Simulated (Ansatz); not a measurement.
Start from ScPt3 in the Cu3Au type structure (space group Pm-3m, No. 221; a = 3.9525 Å; relaxed with 0.1 eV smearing). Axes: x, y, z lie along the cube axes.

The values are results of PBEsol, PAW, 420 eV (Ansatz, a first-principles code; no SOC), not measurements.

It is then changed as follows: the cell is compressed by 1.15 % along x with no lateral relaxation; the atoms relax in the strained cell.

Predict the stress tensor and what it implies for the stiffness.

Stress of the strained cell less that of the base (GPa, compression positive):
```
    4.0     0.0     0.0
    0.0     2.1     0.0
    0.0     0.0     2.1
```

Then −Δσ_ii/ε with ε = -0.0115 gives relaxed-ion elastic constants: C11 ≈ 348 GPa, C12 ≈ 180 GPa and C13 ≈ 180 GPa.

Whether these cells are dynamically stable was not tested. The final runs are not spin-polarised.
